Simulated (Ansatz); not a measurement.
**Variants of one calculation on YAl₄Ni (Cmcm, 12 atoms in the cell)**

```yaml
crystal:
  lattice:
    - [2.02412, -7.67774, 0.00000]
    - [2.02412, 7.67774, 0.00000]
    - [0.00000, 0.00000, 6.56212]
  atoms:
    - { symbol: Y, position: [0.61747, 0.38253, 0.25000] }
    - { symbol: Y, position: [0.38253, 0.61747, 0.75000] }
    - { symbol: Al, position: [0.18946, 0.81054, 0.94672] }
    - { symbol: Al, position: [0.81054, 0.18946, 0.05328] }
    - { symbol: Al, position: [0.81054, 0.18946, 0.44672] }
    - { symbol: Al, position: [0.18946, 0.81054, 0.55328] }
    - { symbol: Al, position: [0.00000, 0.00000, 0.50000] }
    - { symbol: Al, position: [0.00000, 0.00000, 0.00000] }
    - { symbol: Al, position: [0.57710, 0.42290, 0.75000] }
    - { symbol: Al, position: [0.42290, 0.57710, 0.25000] }
    - { symbol: Ni, position: [0.72626, 0.27374, 0.75000] }
    - { symbol: Ni, position: [0.27374, 0.72626, 0.25000] }
```

Base run A: PBEsol, default PAW files made with PBE (Ansatz, an electronic-structure program), self-consistent single point.

Its settings: kpoints.mp_grid.grid = 4 4 3; hamiltonian.xc = pbesol; hamiltonian.pseudopotentials = {kind: paw} (the program's default PAW files); scf.occupations.method = methfessel_paxton; scf.occupations.width = 0.02 Ry.

The starting cell comes from a database of computed structures (which also holds hypothetical and non-ambient phases and stackings), without a prior relaxation at this level. Spin polarisation is off. Ansatz's pressure includes its estimate of the finite-basis (Pulay) stress. Without a gap this mesh is coarse (it stands for a supercell whose shortest vector is 16 Å).

ΔF is the free energy per atom less that of run A. A dash stands where there is no value to compare (another energy zero or no entropy term, no result, no spin, no clean gap, or a mesh too coarse for one). Total energies depend on the potentials, the functional and any Hubbard or dispersion term, so they are compared only between runs that share all of them.

Runs:
- B: kpoints.mp_grid.grid: 4 4 3 → 2 2 2; scf.occupations.width: 0.02 Ry → 0.0022 Ry
- C: parallel starting moments (0 0 0 0 0 0 0 0 0 0 0.5 0.5 μB); magnetization.spin_polarized: default → true
- D: scf.convergence.dr2_threshold: default (1e-07 eV) → 0.1 eV
- E: kpoints.mp_grid.grid: 4 4 3 → 2 2 2
- F: hamiltonian.xc: pbesol → r2scan [r2SCAN]
- G: kpoints.mp_grid.shift: default → 0.5 0.5 0.5
- H: crystal.symmetry.detect: default → false
- I: scf.mixing.algorithm: default (the program chose MSR1) → msr1
- J: scf.mixing.algorithm: default (the program chose MSR1) → broyden; scf.mixing.beta: default → 0.7
- K: scf.eigensolver.kind: default (the program chose band_cg) → davidson

```json
[
 {"run": "A", "ΔF (meV/atom)": "0.00", "pressure (GPa)": "-0.87", "largest force (eV/Å)": "0.109", "k-points": "14"},
 {"run": "B", "ΔF (meV/atom)": "77.9", "pressure (GPa)": "-0.64", "largest force (eV/Å)": "0.454", "k-points": "6"},
 {"run": "C", "ΔF (meV/atom)": "0.00", "pressure (GPa)": "-0.87", "largest force (eV/Å)": "0.109", "k-points": "14"},
 {"run": "D", "ΔF (meV/atom)": "0.25", "pressure (GPa)": "-0.89", "largest force (eV/Å)": "0.116", "k-points": "14"},
 {"run": "E", "ΔF (meV/atom)": "76.8", "pressure (GPa)": "-0.50", "largest force (eV/Å)": "0.341", "k-points": "6"},
 {"run": "F", "ΔF (meV/atom)": "–", "pressure (GPa)": "0.11", "largest force (eV/Å)": "0.113", "k-points": "14"},
 {"run": "G", "ΔF (meV/atom)": "-0.50", "pressure (GPa)": "-0.74", "largest force (eV/Å)": "0.092", "k-points": "12"},
 {"run": "H", "ΔF (meV/atom)": "0.00", "pressure (GPa)": "-0.87", "largest force (eV/Å)": "0.109", "k-points": "26"},
 {"run": "I", "ΔF (meV/atom)": "0.00", "pressure (GPa)": "-0.87", "largest force (eV/Å)": "0.109", "k-points": "14"},
 {"run": "J", "ΔF (meV/atom)": "0.00", "pressure (GPa)": "-0.87", "largest force (eV/Å)": "0.109", "k-points": "14"},
 {"run": "K", "ΔF (meV/atom)": "0.00", "pressure (GPa)": "-0.87", "largest force (eV/Å)": "0.109", "k-points": "14"}
]
```

Run D against A: The free energy is nearly the same (within 1 meV/atom), the pressure hardly changes (-0.87 to -0.89 GPa) and the largest force goes from 0.109 to 0.116 eV/Å.

Run F against A: The pressure goes from -0.87 to 0.11 GPa and the largest force moves little (0.109 to 0.113 eV/Å).

Keys are those of Ansatz 0.2.
